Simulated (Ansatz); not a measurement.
# Electron-phonon data for ZrIr₃ (Pm-3m)

Data:

```yaml
crystal:
  lattice:
    - [3.93286, 0.00000, 0.00000]
    - [0.00000, 3.93286, 0.00000]
    - [0.00000, 0.00000, 3.93286]
  atoms:
    - { symbol: Zr, position: [0.00000, 0.00000, 0.00000] }
    - { symbol: Ir, position: [0.50000, 0.50000, 0.00000] }
    - { symbol: Ir, position: [0.00000, 0.50000, 0.50000] }
    - { symbol: Ir, position: [0.50000, 0.00000, 0.50000] }
```

Computed with PBEsol, DFPT electron-phonon coupling, linearised Boltzmann equation (plane waves, PAW, scalar-relativistic; Ansatz, an electronic-structure program). Geometry: relaxed with this functional, without spin-orbit coupling.

| Property | Result |
|---|---|
| resistivity at 300 K | 10.1 μΩ·cm |
| electron mean free path at 300 K (weighted by the current that each state carries) | 10.2 nm |
| Drude plasma energy | 6.3 eV |
| Hall coefficient at 300 K | 36 ×10⁻¹¹ m³/C |

A metal at this level (no band gap). Only scattering by harmonic phonons is included (no impurities, grain boundaries, electron-electron scattering or thermal expansion). Spin-orbit coupling is left out, which matters with elements this heavy. Halving the electron mesh (20x20x20) moves the resistivity by up to 3 % at 300 K, the mean free path by up to 7 %. Smearing 0.20 eV; phonons on a 4x4x4 q mesh, which this run doesn't test and which matters most at low temperature.

Formula and space group known from diffraction (Crystallography Open Database), not checked to be the room-temperature form: ZrIr3 (Pm-3m).
